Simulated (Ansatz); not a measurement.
We consider zinc-blende BaO (model structure), described by PBEsol (Ansatz, an electronic-structure program, plane waves, PAW).

Run with plane-wave cutoff 500 eV, 12×12×12 k mesh, Fermi–Dirac smearing 0.05 eV, scalar-relativistic PAW data made under PBE.

Cell (relaxed at this level):

```
CELL_PARAMETERS angstrom
      0.00000     2.93073     2.93073
      2.93073     0.00000     2.93073
      2.93073     2.93073     0.00000
ATOMIC_POSITIONS crystal
  Ba 0.00000 0.00000 0.00000
  O  0.25000 0.25000 0.25000
```

Problem. Give the computed band gap.

Solution. 
- band gap = 2.27 eV (on the SCF k mesh)

Note: the relaxation could raise the start's symmetry but not lower it, so the cell can be a saddle point.

Spin–orbit coupling is not included.

The computed numbers hold no vibrational or temperature effects.

Computing time: very roughly 50 core-seconds.

A model structure was made by putting elements into a prototype or built by hand; it is no filed structure, need not be a known phase, and can be a saddle point held by its symmetry.
